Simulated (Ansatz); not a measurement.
The parent structure is NaOH (space group Cmcm, No. 63; a = 3.404 Å, b = 10.886 Å, c = 3.371 Å; a cell from a computed database, its experimental status unchecked; layered, stacked along the Cartesian y axis).

Now apply this change: cell and atoms relaxed at a pressure of 10 GPa.

Levels (all Ansatz, an electronic-structure program, PAW): PBEsol (420 eV, without spin-orbit coupling); HSE06 (420 eV, no spin-orbit coupling).

The geometry is relaxed with PBEsol.

| Item | Value |
|---|---|
| PBEsol lowest conduction level above the VBM at special points | Γ 3.80 eV; Y 5.31 eV; Σ₀ 6.98 eV |

### Question
What does HSE06 give at this geometry for the lowest conduction level above the VBM at special points?

### Answer
The lowest conduction level above the VBM at special points changes from Γ 3.80 eV; Y 5.31 eV; Σ₀ 6.98 eV to Γ 5.74 eV; Y 7.32 eV; Σ₀ 9.01 eV.

Single points use the geometry relaxed with PBEsol. The levels and masses belong to the bands next to the band gap. Load acts through the strain it causes; cell and atoms are relaxed under it. No phonon test of stability was made. No other phases were tried under pressure. No dispersion term is included in the PBEsol runs.
